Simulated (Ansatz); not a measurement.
Base system: VBiO$_{4}$ (space group I4_1/a, No. 88).

```yaml
crystal:
  lattice:
    - [-2.56072, 2.56072, 5.81064]
    - [2.56072, -2.56072, 5.81064]
    - [2.56072, 2.56072, -5.81064]
  atoms:
    - { symbol: Bi, position: [0.75000, 0.25000, 0.50000] }
    - { symbol: Bi, position: [0.00000, 0.00000, 0.00000] }
    - { symbol: V, position: [0.25000, 0.75000, 0.50000] }
    - { symbol: V, position: [0.50000, 0.50000, 0.00000] }
    - { symbol: O, position: [0.07979, 0.96784, 0.39016] }
    - { symbol: O, position: [0.57768, 0.68963, 0.60984] }
    - { symbol: O, position: [0.71784, 0.82768, 0.38805] }
    - { symbol: O, position: [0.43963, 0.32979, 0.61195] }
    - { symbol: O, position: [0.67021, 0.28216, 0.10984] }
    - { symbol: O, position: [0.17232, 0.56037, 0.89016] }
    - { symbol: O, position: [0.03216, 0.42232, 0.11195] }
    - { symbol: O, position: [0.31037, 0.92021, 0.88805] }
```

Computed with DFT with r2SCAN, PAW potentials and a 500 eV plane-wave cutoff in Ansatz (a program for electronic structure), no spin-orbit coupling.

Base values:

| Item | Result |
|---|---|
| Lattice parameter a | 5.121 Å |
| c/a ratio | 2.269 |

Now apply this change: cell and atoms relaxed at a pressure of 15 GPa.

What does the calculation give for the lattice parameter a after the change?

The lattice parameter a drops by 0.1256 Å to 4.996 Å.

What does the calculation give for the c/a ratio after the change?

The c/a ratio falls by 0.0316 to 2.238.

Load acts through the strain it causes; cell and atoms are relaxed under it. No phonon test of stability was made. Competing high-pressure phases were not computed. Seeded moments were not kept for the base. All final runs are without spin polarisation.
